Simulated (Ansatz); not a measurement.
GaP under load (space group F-43m), Ansatz (an electronic-structure program) with r2SCAN with spin-orbit coupling, rigid bands. Condition of this run: hydrostatic pressure -2 GPa (the target of the relaxation). Band gap 1.86 eV, N_c = 3.75e19 cm⁻³ and N_v = 2.27e19 cm⁻³ at 300 K, conductivity masses of 0.333 mₑ (electrons) and 0.491 mₑ (holes). Take k_BT = 0.02585 eV.

Find the intrinsic carrier density and the intrinsic Fermi level.

n_i = √(N_c N_v) exp(−E_g/2k_BT) = 2.92e19 × exp(−35.97) = 6.9e3 cm⁻³. The level lies (k_BT/2) ln(N_v/N_c) = -6 meV from mid-gap (positive towards the conduction band). Each 0.1 eV added to the gap lowers n_i by a factor of 6.9.

What built-in voltage has an abrupt junction with N_A = 1e16 and N_D = 1e18 cm⁻³, all dopants ionised?

V_bi = E_g/e − (k_BT/e) ln(N_c N_v/(N_A N_D)) = 1.86 − 0.02585 × 11.35 = 1.57 V, for the computed gap.

What thermal injection velocity √(2k_BT/πm) limits a ballistic channel?

9.32e6 cm/s for electrons and 7.68e6 cm/s for holes, a ratio of √(m_h/m_e) = 1.21, for dilute carriers.

Rigid bands with the computed gap; masses take one relaxation time for all states.
